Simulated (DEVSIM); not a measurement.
System: abrupt Si n-p junction, at 300 K.

Layer 1 from the left is Si, thickness (μm) 28.0, Nd (cm⁻³) 1.4e19, τn (s) 8e-5, τp (s) 8e-5. Layer 2 from the left is Si, thickness (μm) 17.0, Na (cm⁻³) 2.3e15, τn (s) 8e-5, τp (s) 8e-5.

Left contact: ohmic. Right contact: ohmic. Voltage is applied to the left contact. Recombination: SRH at mid-gap. Mobility is constant in doping.

The device is made up for the run: typed textbook-type constants, with dimensions and the other settings drawn at random. Values at 300 K.

Si: gap (eV) 1.124, affinity (eV) 4.05, permittivity 11.7, Nc (cm⁻³) 2.86e19, Nv (cm⁻³) 3.1e19, μn (cm²/Vs) 1417, μp (cm²/Vs) 470.

DEVSIM, 1D drift-diffusion, Boltzmann statistics, complete ionisation; no tunnelling, impact ionisation, image-force lowering or self-heating.

Dark forward current:

| |V| (V) | |J| (A/cm²) |
|---|---|
| 0.05 | 1.189e-9 |
| 0.10 | 8.894e-9 |
| 0.15 | 6.085e-8 |
| 0.20 | 4.162e-7 |
| 0.25 | 2.861e-6 |
| 0.30 | 1.971e-5 |
| 0.35 | 0.0001360 |
| 0.40 | 0.0009383 |
| 0.45 | 0.006472 |
| 0.50 | 0.04453 |
| 0.55 | 0.3021 |
| 0.60 | 1.906 |
| 0.65 | 9.734 |
| 0.70 | 37.97 |
| 0.75 | 122.4 |
| 0.80 | 354.2 |
| 0.85 | 961.5 |
| 0.90 | 2469 |

### Question
Work out the local ideality factor n = ΔV / (kT/q · ln(J2/J1)) between the rows 0.15 and 0.20 V, 0.30 and 0.35 V, 0.85 and 0.90 V.

### Answer
kT/q = 25.85 mV. From 0.15 to 0.20 V: ln(4.162e-7/6.085e-8) = 1.923, n = 1.01, near the 1 of diffusion or emission over a barrier. From 0.30 to 0.35 V: ln(0.0001360/1.971e-5) = 1.932, n = 1.00, near the 1 of diffusion or emission over a barrier. From 0.85 to 0.90 V: ln(2469/961.5) = 0.943, n = 2.05.

### Question
Estimate the current at 0.35 V from the Shockley equation with J0 = Σ q ni² D/(N L) coth(W/L), τ joining the SRH, radiative and Auger lifetimes that are on, and W taken as the whole layer.

### Answer
ni² = 1.16e20 cm⁻⁶; holes in the n layer: μ = 470 cm²/Vs, D = 12.1 cm²/s, τ = 8.00e-5 s, L = 312 μm, W/L = 0.090, term 5.77e-15 A/cm²; electrons in the p layer: μ = 1420 cm²/Vs, D = 36.6 cm²/s, τ = 8.00e-5 s, L = 541 μm, W/L = 0.031, term 1.74e-10 A/cm². J0 = 1.74e-10 A/cm², and J = J0 exp(qV/kT) = 0.000132 A/cm². The simulation gives 0.000136 A/cm²; the estimate lies 2.9 % below. The estimate leaves out recombination in the depletion region and that region's share of W.
